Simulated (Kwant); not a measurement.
Model system: stadium cavity between two wires in a InAs two-dimensional gas. Effective mass 0.023 mₑ, grid spacing 6.7 nm, hard walls, nominal width 80 nm (11 grid rows, so walls 80.4 nm apart), one parabolic valley, scattering region 600 nm long along x; energies count from the band bottom; Fermi energy 0.015 eV. Cavity of radius 130 nm, straight part 130 nm, centre moved sideways by 0 nm. Perpendicular field swept from 0 to 0.49 T, none in the leads; orbital effect alone.

Constants are typed, rounded textbook-type inputs, not results; the design itself was drawn at random and stands for no fabricated device.

Kwant, effective-mass tight-binding model on a square grid, one spin, coherent transport at 0 K. Conductance is in e²/h.

Density of the scattering states that come in from the left lead, at field = 0.12112 T, in bins, relative to the largest site value (x marks bins outside the device):

```
|xxxxxxxxxxxxxx00010000000010000xxxxxxxxxxxxx|
|xxxxxxxxxxxx011112100000012211110xxxxxxxxxxx|
|xxxxxxxxxx002222111010010111223310xxxxxxxxxx|
|xxxxxxxxxx0021021121222212002022100xxxxxxxxx|
|xxxxxxxxx01121011122233223002012110xxxxxxxxx|
|xxxxxxxx0132220011212232120010232320xxxxxxxx|
|xxxxxxxx0232221111201111022111221330xxxxxxxx|
|xxxxxxxx1222113312201002023123210221xxxxxxxx|
|34323432542311452330210202314510234433333333|
|89767986742421332221210201213312433677777777|
|45454454631333212111122111111135412554444444|
|55454554752234301022143121000134214665444444|
|89767985763113201022133121001121025667777777|
|44334432465221011111011011101112136323333333|
|xxxxxxxx3874410111101001011011253592xxxxxxxx|
|xxxxxxxx3984521101101111012011364693xxxxxxxx|
|xxxxxxxx1453421211110010111121354551xxxxxxxx|
|xxxxxxxxx01342232111011022123224431xxxxxxxxx|
|xxxxxxxxxx0233332223223233233333310xxxxxxxxx|
|xxxxxxxxxx002454444555545444455310xxxxxxxxxx|
|xxxxxxxxxxxx024455455555544544300xxxxxxxxxxx|
|xxxxxxxxxxxxxx01111111112112100xxxxxxxxxxxxx|
```
Scale: ten equal steps from 0.004 (start of '0') to 0.929 (end of '9'), in the order '0123456789'; x runs from -288 to 288, y from -122 (bottom) to 122 (top).

The conductance there is 1.93 e²/h with 2 open channel(s) in the leads.
